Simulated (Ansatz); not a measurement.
Where the default PAW files enter, the runs use the earlier of Ansatz's two default sets.

Inside the gap of an insulator the Bloch states are evanescent, with a wavenumber k + iκ along the transport direction.

Input:

```
BiVO4
1.0
    5.12211     0.00000     0.00000
    0.00000    11.59213     0.00000
    2.56106     5.79606     2.56106
V Bi O
2 2 8
Direct
  0.00000   0.50000   0.00000
  0.50000   0.25000   0.00000
  0.00000   0.00000   0.00000
  0.50000   0.75000   0.00000
  0.10899   0.43810   0.28206
  0.10895   0.07911   0.50004
  0.89101   0.72016   0.71794
  0.89105   0.57915   0.49996
  0.39101   0.31190   0.71794
  0.39105   0.67089   0.49996
  0.60899   0.02984   0.28206
  0.60895   0.17085   0.50004
```

Space group of this cell: I4_1/a. The cell is taken as given; by r2SCAN its mean pressure is -0.9 GPa.

Transport runs along the normal of the first two printed cell vectors, the (100) plane of the conventional cell.

The gap is the functional's own, uncorrected, and κ follows it; spin-orbit coupling is left out. Mid-gap values are interpolated between the computed energies.

Q: Give the band gap and the smallest decay constant κ at mid-gap that Ansatz (a quantum-chemistry and plane-wave program) with r2SCAN yields.

A: Gap 2.32 eV on a 12×12×12 mesh; κ = 0.265 1/Å, at the zone centre.
